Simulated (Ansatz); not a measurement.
Data:

End structure of a constructed model of the (111) surface of fcc Al, a pseudomorphic layer of Ru in the host's stacking (bottom of the slab: a bare face, its two planes held):

```yaml
crystal:
  lattice:
    - [2.85810, 0.00000, 0.00000]
    - [-1.42905, 2.47518, 0.00000]
    - [0.00000, 0.00000, 30.00000]
  atoms:
    - { symbol: Al, position: [0.33333, 0.66667, 0.26804] }
    - { symbol: Al, position: [0.66667, 0.33333, 0.34582] }
    - { symbol: Al, position: [0.00000, 0.00000, 0.42380] }
    - { symbol: Al, position: [0.33333, 0.66667, 0.50277] }
    - { symbol: Al, position: [0.66667, 0.33333, 0.58056] }
    - { symbol: Al, position: [0.00000, 0.00000, 0.65879] }
    - { symbol: Ru, position: [0.33333, 0.66667, 0.72099] }
```

Set-up: 7 atoms, 13.9 Å thick at the start with caps and adatoms (thin: gaps and levels are the slab's own); mesh 15x15x1; 0.1 eV smearing; dipole correction on; 2 atoms held, the rest relaxed; start symmetry kept, larger cells not searched; no spin, no spin-orbit, no U. In PBE it is, or lies within 0.01 eV a 1x1 cell of, the lowest of the 2 structures of its composition computed so far; subsurface sites and larger cells were not tried.

Task: Estimate the work function of the top face that PBE (Ansatz, a quantum-chemistry and plane-wave program) returns for this input.

Result: 4.92 eV
